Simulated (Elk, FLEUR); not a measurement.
A FLEUR input for a self-consistent single point of Hf (P6_3/mmc, 2 atoms in the cell) (DFT, PBE, all-electron FLAPW (FLEUR), scalar-relativistic valence):

Input of the input generator:

```
Hf FLAPW
&input film=f /
2.9234074782 -5.0634902835 0.0000000000
2.9234074782 5.0634902835 0.0000000000
0.0000000000 0.0000000000 9.2559258016
1.0
1.0 1.0 1.0

2
72 0.3333333333 0.6666666667 0.2500000000
72 0.6666666667 0.3333333333 0.7500000000

&comp jspins=1 /
&kpt div1=8 div2=8 div3=5 gamma=t /
&end /
```

```xml
<?xml version="1.0" encoding="UTF-8" standalone="no"?>
<fleurInput fleurInputVersion="0.39">
   <comment>
      Hf FLAPW                                                                                            
   </comment>
   <calculationSetup>
      <cutoffs Kmax="3.8" Gmax="13.3" GmaxXC="13.3" numbands="0"/>
      <scfLoop itmax="80" minDistance="0.00001" maxIterBroyd="25" imix="Anderson" alpha="0.05" precondParam="0.0" spinf="2.0"/>
      <coreElectrons ctail="T" frcor="F" kcrel="0" coretail_lmax="0"/>
      <xcFunctional name="pbe" relativisticCorrections="F"/>
      <magnetism jspins="1"/>
      <soc l_soc="F" theta="0.0" phi="0.0" spav="F"/>
      <expertModes spex="0" secvar="F"/>
      <geometryOptimization l_f="T" forcealpha="1.0" forcemix="BFGS" epsdisp="0.00001" epsforce="0.00001"/>
      <ldaU l_linMix="F" mixParam="0.05" spinf="1.0"/>
   </calculationSetup>
   <cell>
      <bzIntegration valenceElectrons="52.0" mode="gauss" fermiSmearingEnergy="0.00367493">
         <kPointListSelection listName="default-1"/>
         <!-- k-points included here -->
         <xi:include xmlns:xi="http://www.w3.org/2001/XInclude" href="kpts.xml"> </xi:include>
      </bzIntegration>
      <!-- symmetry operations included here -->
      <xi:include xmlns:xi="http://www.w3.org/2001/XInclude" href="sym.xml"> </xi:include>
      <bulkLattice scale="1.0">
         <bravaisMatrix>
            <row-1>    2.9234074782000001    -5.0634902835000002     0.0000000000000000</row-1>
            <row-2>    2.9234074782000001     5.0634902835000002     0.0000000000000000</row-2>
            <row-3>    0.0000000000000000     0.0000000000000000     9.2559258016000001</row-3>
         </bravaisMatrix>
      </bulkLattice>
   </cell>
   <atomSpecies>
      <species name="Hafnium (Hf)" element="Hf" atomicNumber="72">
         <mtSphere radius="2.68" gridPoints="925" logIncrement="0.014"/>
         <atomicCutoffs lmax="10" lnonsphr="8"/>
         <electronConfig flipSpins="F">
            <coreConfig>(1s1/2) (2s1/2) (2p1/2) (2p3/2) (3s1/2) (3p1/2) (3p3/2) (4s1/2) (3d3/2) (3d5/2) (4p1/2) (4p3/2) (4d3/2) (4d5/2)</coreConfig>
            <valenceConfig>(5s1/2) (5p1/2) (5p3/2) (6s1/2) (4f5/2) (4f7/2) (5d3/2) (5d5/2)</valenceConfig>
            <stateOccupation state="(5d3/2)" spinUp="0.4" spinDown="0.4"/>
            <stateOccupation state="(5d5/2)" spinUp="0.6" spinDown="0.6"/>
         </electronConfig>
         <energyParameters s="6" p="6" d="5" f="5"/>
         <lo type="SCLO" l="0" n="5" eDeriv="0"/>
         <lo type="SCLO" l="1" n="5" eDeriv="0"/>
         <lo type="SCLO" l="3" n="4" eDeriv="0"/>
      </species>
   </atomSpecies>
   <atomGroups>
      <atomGroup species="Hafnium (Hf)">
         <relPos label="                   1">1.000/3.000 -1.000/3.000 1.000/4.000</relPos>
         <relPos label="                   2">-1.000/3.000 1.000/3.000 -1.000/4.000</relPos>
         <force calculate="T" relaxXYZ="TTT"/>
      </atomGroup>
   </atomGroups>
   <output dos="F" band="F" slice="F">
      <checks vchk="F" cdinf="F"/>
      <bandDOS minEnergy="-.5*Htr" maxEnergy="0.5*Htr" sigma="0.015" storeEVData="T"/>
      <vacuumDOS vacdos="F" integ="F" star="F" nstars="0" locx1="0.0" locy1="0.0" locx2="0.0" locy2="0.0" nstm="0" tworkf="0.0"/>
      <unfoldingBand unfoldBand="F" supercellX="1" supercellY="1" supercellZ="1"/>
      <plotting iplot="0" polar="F">
         <plot TwoD="T" vec1="  1.0  0.0  0.0" vec2="  0.0  1.0  0.0" vec3="  0.0  0.0  1.0" zero="  0.0  0.0  0.0" file="plot"/>
      </plotting>
      <chargeDensitySlicing numkpt="0" minEigenval="0.0" maxEigenval="0.0" nnne="0" pallst="F"/>
      <specialOutput eonly="F"/>
      <magneticCircularDichroism mcd="F" energyLo="-10.0" energyUp="0.0"/>
   </output>
  <!-- We include the file relax.xml here to enable relaxations (see documentation) -->
  <xi:include xmlns:xi="http://www.w3.org/2001/XInclude" href="relax.xml"> <xi:fallback/> </xi:include>
</fleurInput>
```

Q: Give the Elk input for the same structure, mesh, smearing and functional.

A: This is the input that was run; spellings and numerical settings could be chosen otherwise.

```
tasks
  0

xctype
  20

rgkmax
  8.0

gmaxvr
  14.0

nxlo
  2

lorbcnd
  .true.

lmaxi
  2

stype
  0

swidth
  0.00367493

maxscl
  100

scale
  1.889726125

avec
    1.5470006157   -2.6794836657    0.0000000000
    1.5470006157    2.6794836657    0.0000000000
    0.0000000000    0.0000000000    4.8980250000

sppath
  'species/'

atoms
  1
  'Hf.in'
  2
  0.3333333333  0.6666666667  0.2500000000    0.0 0.0 0.0
  0.6666666667  0.3333333333  0.7500000000    0.0 0.0 0.0

ngridk
  8 8 5
```

Basis, cutoffs, solver keys and any potentials are the target program's own. This input uses DFT, PBE, all-electron FP-LAPW, Elk's shipped species files, APW+lo basis with extra local orbitals.

The starting cell has typed, rounded lattice constants, without a prior relaxation at this level. Its lattice was rescaled by a random factor within 2.5 % of one. For this run, on top of that: lattice scaled by 0.98.
